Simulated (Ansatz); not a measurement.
Results of PBEsol (plane waves, PAW; Ansatz, a program for electronic structure) for Mg₂NbN₃ (Cmcm, No. 63, 12 atoms in the cell; start mp-1029408).

Input file:

Ansatz 0.2 input:
```yaml
crystal:
  lattice:
    - [5.2861479126, -3.1948243558, 0.0]
    - [5.2861479126, 3.1948243558, 0.0]
    - [0.0, 0.0, 4.3260613144]
  atoms:
    - { symbol: Mg, position: [0.9881625603, 0.6700382998, 0.0713334474] }
    - { symbol: Mg, position: [0.0118374397, 0.3299617002, 0.5713334474] }
    - { symbol: Mg, position: [0.3299617002, 0.0118374397, 0.0713334474] }
    - { symbol: Mg, position: [0.6700382998, 0.9881625603, 0.5713334474] }
    - { symbol: Nb, position: [0.6732982203, 0.3267017797, 0.0713323689] }
    - { symbol: Nb, position: [0.3267017797, 0.6732982203, 0.5713323689] }
    - { symbol: N, position: [0.016082362, 0.6725343081, 0.5713332272] }
    - { symbol: N, position: [0.983917638, 0.3274656919, 0.0713332272] }
    - { symbol: N, position: [0.3274656919, 0.983917638, 0.5713332272] }
    - { symbol: N, position: [0.6725343081, 0.016082362, 0.0713332272] }
    - { symbol: N, position: [0.6460033549, 0.3539966451, 0.5713342819] }
    - { symbol: N, position: [0.3539966451, 0.6460033549, 0.0713342819] }
basis:
  ecutwfc: 520
  ecutrho_ratio: 4
  xc_grid: 2
kpoints:
  mp_grid: { grid: [8, 8, 6] }
  band_path:
    path:
      - [0.0, 0.0, 0.0]
      - [0.1, 0.1, 0.0]
      - [0.2, 0.2, 0.0]
      - [0.3, 0.3, 0.0]
      - [0.4, 0.4, 0.0]
      - [0.5, 0.5, 0.0]
      - [0.420659, 0.579341, 0.0]
      - [0.341318, 0.658682, 0.0]
      - [-0.341318, 0.341318, 0.0]
      - [-0.284431, 0.284431, 0.0]
      - [-0.227545, 0.227545, 0.0]
      - [-0.170659, 0.170659, 0.0]
      - [-0.113773, 0.113773, 0.0]
      - [-0.056886, 0.056886, 0.0]
      - [0.0, 0.0, 0.071429]
      - [0.0, 0.0, 0.142857]
      - [0.0, 0.0, 0.214286]
      - [0.0, 0.0, 0.285714]
      - [0.0, 0.0, 0.357143]
      - [0.0, 0.0, 0.428571]
      - [0.0, 0.0, 0.5]
      - [-0.056886, 0.056886, 0.5]
      - [-0.113773, 0.113773, 0.5]
      - [-0.170659, 0.170659, 0.5]
      - [-0.227545, 0.227545, 0.5]
      - [-0.284431, 0.284431, 0.5]
      - [-0.341318, 0.341318, 0.5]
      - [0.341318, 0.658682, 0.5]
      - [0.420659, 0.579341, 0.5]
      - [0.5, 0.5, 0.5]
      - [0.5, 0.5, 0.428571]
      - [0.5, 0.5, 0.357143]
      - [0.5, 0.5, 0.285714]
      - [0.5, 0.5, 0.214286]
      - [0.5, 0.5, 0.142857]
      - [0.5, 0.5, 0.071429]
      - [0.0, 0.1, 0.0]
      - [0.0, 0.2, 0.0]
      - [0.0, 0.3, 0.0]
      - [0.0, 0.4, 0.0]
      - [0.0, 0.5, 0.0]
      - [0.0, 0.5, 0.071429]
      - [0.0, 0.5, 0.142857]
      - [0.0, 0.5, 0.214286]
      - [0.0, 0.5, 0.285714]
      - [0.0, 0.5, 0.357143]
      - [0.0, 0.5, 0.428571]
      - [0.0, 0.5, 0.5]
      - [0.0, 0.4, 0.5]
      - [0.0, 0.3, 0.5]
      - [0.0, 0.2, 0.5]
      - [0.0, 0.1, 0.5]
      - [0.1, 0.1, 0.5]
      - [0.2, 0.2, 0.5]
      - [0.3, 0.3, 0.5]
      - [0.4, 0.4, 0.5]
    npoints: 1
hamiltonian:
  xc: pbesol
  dispersion: none
  pseudopotentials: { kind: paw }
scf:
  occupations: { method: fermi_dirac, width: 0.01 }
  convergence: { dr2_threshold: 0.0000000012 }
output:
  forces: true
  stress: true
  eigenvalues: true
  write_bands: true
```

The run printed, among other lines:

```
WARN the atoms were moved onto the symmetric positions of the space group found under crystal.symmetry.tolerance 1.0e-5 (fractional …
Crystal: 12 atoms, lattice volume = 146.120 Å³
Basis set: ecut = 520 eV, 3905 PW (Γ), exchange–correlation on 96×96×72 points (8 copies of the dense FFT grid, shifted against one another)
Bands: 60, of which v1, the nominal top of the filled ones, is band 48 counted from 1 (47 counted from 0)
Symmetry: 8 space group operations
Space group: Cmcm (ITA 63), of the structure as read, at distance tolerance 5.3e-5 Å
k-points: 84 of 384
Functional: x = pbesol(κ = 0.804, μ = 0.12345679012345678), c = pbesol(β = 0.046)
SCF iter   1: F=—  HF=-18923.109950 eV  |F-HF|=—  |Δ(HF+E_count)|=         —  Δρ=8.28e-3  dr2=9.67e-2
SCF iter   2: F=—  HF=-18923.086235 eV  |F-HF|=—  |Δ(HF+E_count)|=   2.37e-2  Δρ=3.10e-3  dr2=1.50e-2
  ...
SCF iter   7: F=—  HF=-18923.082220 eV  |F-HF|=—  |Δ(HF+E_count)|=   3.68e-8  Δρ=1.69e-6  dr2=5.65e-9
SCF iter   8: F=-18923.082220 eV  HF=-18923.082220 eV  |F-HF|=1.56e-10  |Δ(HF+E_count)|=  6.55e-11  Δρ=5.49e-7  dr2=3.34e-10
SCF 1 converged in 8 iterations: F = -18923.082220 eV  dr2 = 3.34e-10
SCF converged after 8 iterations
Free energy (F): -18923.082220 eV
Internal energy: -18923.082220 eV  (E = F + TS)
E sigma→0 (E₀):  -18923.082220 eV
Fermi energy:    10.142908 eV
--- Stress (GPa, compression-positive) ---
        0.004547       0.000000       0.000000
        0.000000       0.000534       0.000000
        0.000000       0.000000      -0.000418
  P = ⅓ Tr σ = 0.0016 GPa (0.016 kbar)
```

The PAW data were made under PBE.

A start named mp-… is a Materials Project structure, which need not be a measured phase.
